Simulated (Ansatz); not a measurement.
**PbS under a change: pressure 75 GPa**

The parent structure is PbS in the rock salt structure (space group Fm-3m, No. 225; a = 6.0090 Å).

It is then changed as follows: a hydrostatic pressure of 75 GPa.

Method: Ansatz (a quantum-chemistry and plane-wave program), PBE, PAW, cutoff 420 eV, no spin-orbit coupling, earlier PAW set. Γ-centred 10×10×10 mesh, Fermi–Dirac width 0.05 eV.

The volume per atom falls by 10.73 Å³, from 27.12 Å³ to 16.39 Å³ and the density goes up by 4.80 g/cm³ (7.32 g/cm³ → 12.12 g/cm³). The lattice parameter a decreases by 0.929 Å, from 6.009 Å to 5.080 Å and the enthalpy H = E + PV relative to the base's energy is +9.32 eV/atom. The band gap changes from 0.50 eV to zero.

Final structure:

```
CELL_PARAMETERS angstrom
      0.00000     2.54015     2.54015
      2.54015     0.00000     2.54015
      2.54015     2.54015     0.00000
ATOMIC_POSITIONS crystal
  S  0.00000 0.00000 0.00000
  Pb 0.50000 0.50000 0.50000
```

Cost of the whole job for the changed cell (relaxation, final SCF and bands): very roughly 6 core-seconds.

A case with no gap was solved on a k-mesh chosen for an insulator, which is coarse for it. With Pb present, leaving out spin-orbit coupling can change the band edges. Load acts through the strain it causes; cell and atoms are relaxed under it. No phonon test of stability was made. No other phases were tried under pressure. The final runs are not spin-polarised.
